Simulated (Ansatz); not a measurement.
Cell and atoms of amorphous Al₂₈O₄₄Ge:

```xyz
73
Lattice="9.4316 -0.0071 0.1040 -0.0071 9.5713 -0.1622 0.1040 -0.1622 8.9449" Properties=species:S:1:pos:R:3 pbc="T T T"
Al     8.0423     5.9520     3.8014
Al     7.8482     3.0869     4.6769
Al     7.3524     9.1527     8.5142
Al     2.9984     2.9811     5.4607
Al     4.9554     3.7505     0.9175
Al     0.4662     8.9099     2.7515
Al     2.1486     9.3821     0.8691
Al     0.2124     6.3528     0.9282
Al     4.9867     4.8631     6.9155
Al     2.3879     2.2750     2.1784
Al     6.7050     8.4870     3.5806
Al     9.4261     8.3620     5.4126
Al     9.4880     3.6934     6.6805
Al     7.0294     0.4844     5.9897
Al     1.9990     5.5634     7.0596
Al     6.8075     2.6564     7.8884
Al     4.9229     7.4339     6.1246
Al     6.4669     6.6409     1.0302
Al     0.3154     0.5433     7.6662
Al     8.5652     2.3302     1.3177
Al     5.1908     4.6513     4.0043
Al     1.8794     2.7136     8.6272
Al     4.7194     9.2081     1.2351
Al     6.1759     1.8436     3.1536
Al     3.1777     6.2346     1.1209
Al     2.8237     6.9071     4.2252
Al     1.3342     4.7343     3.6992
Al     8.0514     6.3926     7.1182
O      6.0985     8.3324     0.4895
O      0.8132     2.9746     1.2832
O      4.9556     5.6223     1.0489
O      0.1370     5.3814     7.1354
O      0.2500     2.3957     7.7649
O      8.4741     6.7869     5.2956
O      2.5810     5.8367     2.7357
O      4.6649     6.2928     4.3832
O      8.3732     8.9957     3.6817
O      5.1602     3.2914     2.7114
O      0.0975     3.7227     4.7574
O      4.3246     8.7433     7.4629
O      9.4076     5.5449     2.7214
O      6.9762     4.5960     4.1692
O      5.2841     3.5532     8.0465
O      6.9948     3.0395     0.6677
O      3.1766     3.3818     0.8069
O      6.5034     1.7919     4.9091
O      8.8201     0.4935     6.1332
O      2.4403     3.2137     3.7349
O      7.9828     6.1922     0.2730
O      7.6927     3.3904     6.5542
O      2.1675     3.6936     6.9771
O      3.3950     8.0255     1.2037
O      3.6510     0.9876     1.4913
O      7.9141     2.2734     2.9725
O      0.6830     8.0920     1.1786
O      6.9002     6.9257     2.7539
O      1.4192     0.7211     2.4429
O      8.5593     0.7125     0.4333
O      1.9475     5.6443     5.1837
O      6.2428     6.1493     6.8787
O      6.2140     8.5724     5.2797
O      1.2671     8.0196     4.0313
O      6.5884     0.8922     7.6707
O      4.5604     3.8465     5.4751
O      1.7549     5.8873     0.0521
O      3.7302     6.0805     7.1264
O      8.2460     8.1113     7.4769
O      3.5551     8.2407     5.1516
O      1.9681     0.7619     8.5444
O      1.2744     8.6669     6.6890
O      5.7864     0.1374     2.7907
O      2.9595     1.3252     5.8819
Ge     2.9805     9.3271     6.4685
```

These are PBE, scalar-relativistic without spin-orbit coupling (plane waves to 420 eV, PAW; Ansatz, a first-principles code) values and carry that method's errors.

It comes from a melt-quench run on a machine-learned potential (CHGNet), relaxed afterwards by DFT. O atoms were pushed apart under 1.9 Å during the dynamics, to hinder bonds among them. The hot cell started wider than the set density and was brought back towards it in steps. It is the lowest in DFT energy of 2 quenches. It is a model cell: composition and starting density were chosen by hand, and all elements were melted together. No dispersion term was used. Its density started from a set value of 3.15 and ended at 3.15 g/cm³. Cooling (nominally 410 K/ps over its main leg) ran many orders faster than in experiment, which tends to leave more defects and strain. A cell of this size samples the disorder only roughly. The volume was held where the preparation left it and the shape relaxed, at a PBE pressure of 0.0 GPa.

Neighbours within Al-Al 2.66 Å, Al-O 2.28 Å, Al-Ge 2.65 Å, O-O 1.58 Å, O-Ge 2.23 Å, Ge-Ge 2.81 Å count as bonded. Two cations that share two anions don't count as bonded, nor two that share one unless they lie closer than Al-Al 2.59 Å, Al-Ge 2.58 Å, Ge-Ge 2.57 Å.

Give the coordination numbers, mean bond lengths and angles.


```yaml
Mean coordination of Al by anions: 4.50 (15 with 4, 12 with 5, 1 with 6)
Mean coordination of O: 2.95 (3 with 2, 40 with 3, 1 with 4)
Mean coordination of Ge by anions: 4.00 (1 with 4)
Mean Al-O bond: 1.848 Å (spread 0.087 Å, 126 counted)
Mean O-Ge bond: 1.788 Å (spread 0.038 Å, 4 counted)
Bond angle at Al: mean 107.4°, spread 22.0°
Bond angle at O: mean 116.5°, spread 18.2°
Bond angle at Ge: mean 107.9°, spread 12.3°
```

List the pairs of like atoms that count as bonded by the rules above.

There are none by these rules.
